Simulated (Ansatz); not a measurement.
Results of LDA in Ansatz (PAW) for rock-salt YTe.

Settings: plane-wave cutoff 520 eV, 16×16×16 k mesh, Fermi–Dirac smearing 0.05 eV, scalar-relativistic PAW data made under PBE.

Cell (relaxed at this level):

YTe is taken in the cubic space group Fm-3m (No. 225), the rock salt structure, Pearson symbol cF8. Cell: a = b = c = 6.028 Å, α = β = γ = 90.00°. Y on 4a sees 6 Te at 3.014 Å (octahedral). Te on 4b is surrounded by 6 Y at 3.014 Å (octahedral). (Neighbours: up to the widest gap in distance over summed covalent radii, below 1.35, at either atom; cation-cation and far metal-metal contacts left out.)
(The calculation used a cell of 2 atoms; values per cell refer to that cell.)

Problem. Estimate the bulk modulus that the calculation returns.

Solution. 
* **bulk modulus**: 73.6 GPa

The run finds no gap.

Note: the bulk modulus is −V dP/dV from two relaxed cells at ±2 % in volume; the relaxation could not lower the start's symmetry, so the cell can be a saddle point above a distorted one.

Spin–orbit coupling is not included; it can open a gap where bands touch, and shift volumes and moduli.

Computed values are for the static lattice.

Cost on a shared machine: about 40 core-seconds (a rough figure).

Ansatz is a program for electronic structure.
